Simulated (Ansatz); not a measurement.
# Pressure series in Ti

Take Ti in the hcp (Mg type) structure (space group P6_3/mmc, No. 194; a = 2.936 Å, c = 4.637 Å) as the base.

Cell and atoms are relaxed at each pressure.

The values are results of r2SCAN/PAW in Ansatz (a program for electronic structure), spin-orbit coupling left out, not measurements.

Notes on the quantities. enthalpy: H = E + PV relative to the base's energy.

```json
[
 {"change": "base", "enthalpy": "–", "volume per atom": "17.31 Å³", "c/a ratio": "1.579"},
 {"change": "pressure −2 GPa", "enthalpy": "-0.22 eV/atom", "volume per atom": "17.61 Å³", "c/a ratio": "1.580"},
 {"change": "pressure −1 GPa", "enthalpy": "-0.11 eV/atom", "volume per atom": "17.46 Å³", "c/a ratio": "1.579"},
 {"change": "pressure 3 GPa", "enthalpy": "+0.32 eV/atom", "volume per atom": "16.89 Å³", "c/a ratio": "1.579"},
 {"change": "pressure 7 GPa", "enthalpy": "+0.73 eV/atom", "volume per atom": "16.39 Å³", "c/a ratio": "1.579"},
 {"change": "pressure 15 GPa", "enthalpy": "+1.53 eV/atom", "volume per atom": "15.56 Å³", "c/a ratio": "1.580"},
 {"change": "pressure 30 GPa", "enthalpy": "+2.93 eV/atom", "volume per atom": "14.36 Å³", "c/a ratio": "1.581"},
 {"change": "pressure 50 GPa", "enthalpy": "+4.64 eV/atom", "volume per atom": "13.18 Å³", "c/a ratio": "1.584"},
 {"change": "pressure 75 GPa", "enthalpy": "+6.61 eV/atom", "volume per atom": "12.08 Å³", "c/a ratio": "1.602"},
 {"change": "pressure 100 GPa", "enthalpy": "+8.42 eV/atom", "volume per atom": "11.18 Å³", "c/a ratio": "1.662"}
]
```

Load acts through the strain it causes; cell and atoms are relaxed under it. Stability against distortions was not tested. Competing high-pressure phases were not computed. All final runs are without spin polarisation.
